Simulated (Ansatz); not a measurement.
# A constructed model of the (111) surface of fcc Au, a layer of Si in place of the second plane (bottom of the slab: a bare face, its two planes held)

These are PBE (plane waves to 420 eV, PAW; Ansatz, an electronic-structure program) values and carry that method's errors.

Slab: 6 atoms, 11.7 Å thick at the start; k 15x15x1, smearing 0.1 eV, dipole-corrected; 2 atoms held, the rest relaxed; held to the start's symmetry, so lower structures may exist; no spin, no spin-orbit, no U. It is one candidate, not shown to be the stable structure of the face.

```json
{
  "work_function_of_the_top_face": "5.13 eV",
  "energy_released_by_relaxation": "0.043 eV",
  "cost": "very roughly 120 core-seconds"
}
```
